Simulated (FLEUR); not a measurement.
Input and output of a self-consistent single point for Al3Cu (P4/mmm, 4 atoms in the cell) (FLEUR).

Method: LDA (Vosko-Wilk-Nusair), all-electron FLAPW (FLEUR), scalar-relativistic valence in FLEUR.

The change in words: lattice scaled by 0.98. Reference geometry:
```
Al3Cu
1.0
    2.79897     0.00000     0.00000
    0.00000     2.79897     0.00000
    0.00000     0.00000     7.56900
Al Cu
3 1
Cartesian
  0.00000   0.00000   3.78450
  1.39949   1.39949   1.71150
  1.39949   1.39949   5.85750
  0.00000   0.00000   0.00000
```

Reference input (self-consistent single point, DFT, LDA (Vosko-Wilk-Nusair), all-electron FLAPW (FLEUR), scalar-relativistic valence): Kmax = 4.4 1/bohr; GmaxXC = 17.6 1/bohr; xcFunctional = vwn; jspins = 1; l_soc = F; mode = hist; fermiSmearingEnergy = 0.00367493 Htr; mesh (inpgen div1-3) = 15 15 6; inpgen gamma flag = true; Gmax = 17.6 1/bohr; numbands = 0; maxIterBroyd = 99. This run's input differs from it in these lines:

```diff
@@ -5,4 +5,4 @@
 0.0000000000 1.0000000000 0.0000000000
-0.0000000000 0.0000000000 2.7042086911
-5.2892867310
+0.0000000000 0.0000000000 2.7042082894
+5.1835017523
 1.0 1.0 1.0
@@ -46,5 +46,5 @@
          <bravaisMatrix>
-            <row-1>    5.2892867309999998     0.0000000000000000     0.0000000000000000</row-1>
-            <row-2>    0.0000000000000000     5.2892867309999998     0.0000000000000000</row-2>
-            <row-3>    0.0000000000000000     0.0000000000000000    14.3033351476901061</row-3>
+            <row-1>    5.1835017522999998     0.0000000000000000     0.0000000000000000</row-1>
+            <row-2>    0.0000000000000000     5.1835017522999998     0.0000000000000000</row-2>
+            <row-3>    0.0000000000000000     0.0000000000000000    14.0172684066890838</row-3>
          </bravaisMatrix>
```

Output, abridged:

```
 Iteration:     1   Distance:      38.90395940 me/bohr^3
 Iteration:     2   Distance:      14.61611163 me/bohr^3
 Iteration:     3   Distance:       7.26232373 me/bohr^3
 Iteration:     4   Distance:       5.37671703 me/bohr^3
 Iteration:     5   Distance:       3.73992269 me/bohr^3
   [... 9 lines left out ...]
 Iteration:    15   Distance:       0.00012182 me/bohr^3
 Iteration:    16   Distance:       0.00011774 me/bohr^3
 Iteration:    17   Distance:       0.00001622 me/bohr^3
 Iteration:    18   Distance:       0.00000538 me/bohr^3
 Reset of history
 Run finished successfully
 Stop message:
   Structural relaxation: new displacements generated

[file out, last iteration]
             iter=     19
[...]
          total density-effective poten   -3.7358893789E+03
          total charge density-energy d   -1.1826344319E+02
 Updated energy parameters for spin:           1
[...]
 fermi energy and band-weighting factors:

[...]
FERMIE:
          first approx. to ef    (T=0)  :   0.333408 htr   (energy of the highest occ. eigenvalue)
          number of occ. states  (T=0)  :       1427
          first approx. to seigv (T=0)  :   3.453847 htr
          sum of weights of occ. states :  10.001481
          sum of semicore charge        :   0.000000 e
FERHIS:  Fermi-Energy by histogram:
          bandgap                     :   0.000364 htr
   [... lines left out ...]
          charge neutrality (T=0)     :   0.002963    (zero if the highest occ. eigenvalue is "entirely" occupied)
     EF_NEWTON:  Adjust Fermi-Energy by Newton-Method.
 Direct bandgap for spin            1 :    9.2919240649762536E-003  Htr
 ---->    free energy=                     -2378.2859356481 htr
   [... lines left out ...]
 TOTAL FORCE FOR ATOM TYPE=  1  X=  0.000   Y=  0.000   Z=  7.009
                       FX_TOT= 0.000000 FY_TOT= 0.000000 FZ_TOT= 0.000000
 TOTAL FORCE FOR ATOM TYPE=  2  X=  2.592   Y=  2.592   Z=  3.170
                       FX_TOT= 0.000000 FY_TOT= 0.000000 FZ_TOT=-0.004510
 TOTAL FORCE FOR ATOM TYPE=  3  X=  0.000   Y=  0.000   Z=  0.000
                       FX_TOT= 0.000000 FY_TOT= 0.000000 FZ_TOT= 0.000000
```

The run converged in 18 iterations. FLEUR gives forces in its relaxation mode, with a further iteration, so its stop message speaks of a relaxation. Against the reference run the free energy drops by 6.1 meV/atom and the largest force goes from 0.321 to 0.232 eV/Å.

The starting cell comes from a database of computed structures (which also holds hypothetical and non-ambient phases and stackings), without a prior relaxation at this level. Its lattice was rescaled by a random factor within 2.5 % of one. For this run, on top of that: lattice scaled by 0.98. Spin polarisation is off. Values depend on the basis (sphere radii, cutoffs, local orbitals), which need not be converged. The log's line on a gap gives a spacing of levels on this mesh, which the program prints for metals too.

Cost on one core of a shared machine: roughly 6 min.
